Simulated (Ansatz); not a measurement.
End structure of the (115) surface of diamond, 2 pairs of surface atoms bonded, H on every dangling bond (bottom of the slab: built like the top, H on every dangling bond, free):

```yaml
crystal:
  lattice:
    - [5.05093, 0.00000, 0.00000]
    - [1.26273, 6.56136, 0.00000]
    - [0.00000, 0.00000, 28.00000]
  atoms:
    - { symbol: C, position: [0.91043, 0.00017, 0.33355] }
    - { symbol: C, position: [0.58708, 0.00280, 0.33366] }
    - { symbol: C, position: [0.45542, 0.22041, 0.34976] }
    - { symbol: C, position: [0.93604, 0.21587, 0.34938] }
    - { symbol: C, position: [0.00222, 0.63306, 0.35826] }
    - { symbol: C, position: [0.67861, 0.63486, 0.35856] }
    - { symbol: C, position: [0.55406, 0.85248, 0.37403] }
    - { symbol: C, position: [0.01897, 0.85077, 0.37397] }
    - { symbol: C, position: [0.18544, 0.25271, 0.37834] }
    - { symbol: C, position: [0.68519, 0.26734, 0.38104] }
    - { symbol: C, position: [0.63767, 0.48484, 0.39888] }
    - { symbol: C, position: [0.12125, 0.47884, 0.39764] }
    - { symbol: C, position: [0.27804, 0.88573, 0.40210] }
    - { symbol: C, position: [0.77660, 0.89329, 0.40784] }
    - { symbol: C, position: [0.72153, 0.11506, 0.42421] }
    - { symbol: C, position: [0.22249, 0.10886, 0.42207] }
    - { symbol: C, position: [0.36883, 0.52127, 0.42763] }
    - { symbol: C, position: [0.87216, 0.51546, 0.43099] }
    - { symbol: C, position: [0.81551, 0.74100, 0.44895] }
    - { symbol: C, position: [0.31383, 0.74069, 0.44665] }
    - { symbol: C, position: [0.46186, 0.14879, 0.45387] }
    - { symbol: C, position: [0.96386, 0.14850, 0.45392] }
    - { symbol: C, position: [0.90741, 0.37037, 0.47238] }
    - { symbol: C, position: [0.40741, 0.37037, 0.47238] }
    - { symbol: C, position: [0.55556, 0.77778, 0.47852] }
    - { symbol: C, position: [0.05556, 0.77778, 0.47852] }
    - { symbol: C, position: [0.00000, 0.00000, 0.49693] }
    - { symbol: C, position: [0.50000, 0.00000, 0.49693] }
    - { symbol: C, position: [0.64815, 0.40741, 0.50307] }
    - { symbol: C, position: [0.14815, 0.40741, 0.50307] }
    - { symbol: C, position: [0.09259, 0.62963, 0.52148] }
    - { symbol: C, position: [0.59259, 0.62963, 0.52148] }
    - { symbol: C, position: [0.74074, 0.03704, 0.52762] }
    - { symbol: C, position: [0.24074, 0.03704, 0.52762] }
    - { symbol: C, position: [0.18429, 0.25891, 0.54608] }
    - { symbol: C, position: [0.68629, 0.25862, 0.54613] }
    - { symbol: C, position: [0.83432, 0.66672, 0.55335] }
    - { symbol: C, position: [0.33263, 0.66640, 0.55105] }
    - { symbol: C, position: [0.27599, 0.89194, 0.56901] }
    - { symbol: C, position: [0.77932, 0.88614, 0.57237] }
    - { symbol: C, position: [0.92566, 0.29854, 0.57793] }
    - { symbol: C, position: [0.42662, 0.29235, 0.57579] }
    - { symbol: C, position: [0.37155, 0.51412, 0.59216] }
    - { symbol: C, position: [0.87010, 0.52167, 0.59790] }
    - { symbol: C, position: [0.02690, 0.92856, 0.60236] }
    - { symbol: C, position: [0.51047, 0.92257, 0.60112] }
    - { symbol: C, position: [0.46296, 0.14006, 0.61896] }
    - { symbol: C, position: [0.96270, 0.15470, 0.62166] }
    - { symbol: C, position: [0.12917, 0.55664, 0.62603] }
    - { symbol: C, position: [0.59409, 0.55492, 0.62597] }
    - { symbol: C, position: [0.46954, 0.77255, 0.64144] }
    - { symbol: C, position: [0.14593, 0.77435, 0.64174] }
    - { symbol: C, position: [0.21211, 0.19153, 0.65062] }
    - { symbol: C, position: [0.69272, 0.18700, 0.65024] }
    - { symbol: C, position: [0.56107, 0.40461, 0.66634] }
    - { symbol: C, position: [0.23771, 0.40723, 0.66645] }
    - { symbol: H, position: [0.00435, 0.95470, 0.29883] }
    - { symbol: H, position: [0.51378, 0.95812, 0.29904] }
    - { symbol: H, position: [0.42831, 0.32350, 0.31863] }
    - { symbol: H, position: [0.91181, 0.31663, 0.31794] }
    - { symbol: H, position: [0.09181, 0.59659, 0.32279] }
    - { symbol: H, position: [0.60453, 0.59578, 0.32351] }
    - { symbol: H, position: [0.54361, 0.81162, 0.67649] }
    - { symbol: H, position: [0.05634, 0.81082, 0.67721] }
    - { symbol: H, position: [0.23633, 0.09078, 0.68206] }
    - { symbol: H, position: [0.71984, 0.08391, 0.68137] }
    - { symbol: H, position: [0.63437, 0.44929, 0.70096] }
    - { symbol: H, position: [0.14380, 0.45270, 0.70117] }
```

Slab: 68 atoms, 11.6 Å thick at the start with caps and adatoms (thin: gaps and levels are the slab's own); k 5x4x1, smearing 0.025 eV, dipole-corrected; single point; on the structure that PBE left under its start's symmetry; no spin, no spin-orbit, no U.

What highest filled level below the top vacuum level does r2SCAN, at the PBE geometry (Ansatz, an electronic-structure program) give?

3.78 eV

What gap of the slab on its k-mesh does r2SCAN, at the PBE geometry give?

3.36 eV
